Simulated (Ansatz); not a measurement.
A computed series for Sc: pressure series

The reference is Sc in the hcp (Mg type) structure (space group P6_3/mmc, No. 194; a = 3.319 Å, c = 5.166 Å).

Cell and atoms are relaxed at each pressure.

Calculations: PBE (Ansatz, a program for electronic structure), scalar-relativistic without spin-orbit coupling.

Notes on the quantities. enthalpy: H = E + PV relative to the base's energy.

| change | lattice parameter a | enthalpy |
|---|---|---|
| base | 3.319 Å | – |
| pressure −2 GPa | 3.362 Å | -0.31 eV/atom |
| pressure −1 GPa | 3.340 Å | -0.16 eV/atom |
| pressure 0.3 GPa | 3.313 Å | +0.05 eV/atom |
| pressure 0.7 GPa | 3.306 Å | +0.11 eV/atom |
| pressure 1.5 GPa | 3.291 Å | +0.23 eV/atom |
| pressure 3 GPa | 3.266 Å | +0.45 eV/atom |
| pressure 5 GPa | 3.235 Å | +0.74 eV/atom |
| pressure 7.5 GPa | 3.201 Å | +1.09 eV/atom |
| pressure 10 GPa | … | +1.42 eV/atom |

Q: What belongs in the blanks?

A: 
- pressure 10 GPa, lattice parameter a: 3.170 Å

Load acts through the strain it causes; cell and atoms are relaxed under it. No phonon test of stability was made. No other phases were tried under pressure. The final runs are not spin-polarised.
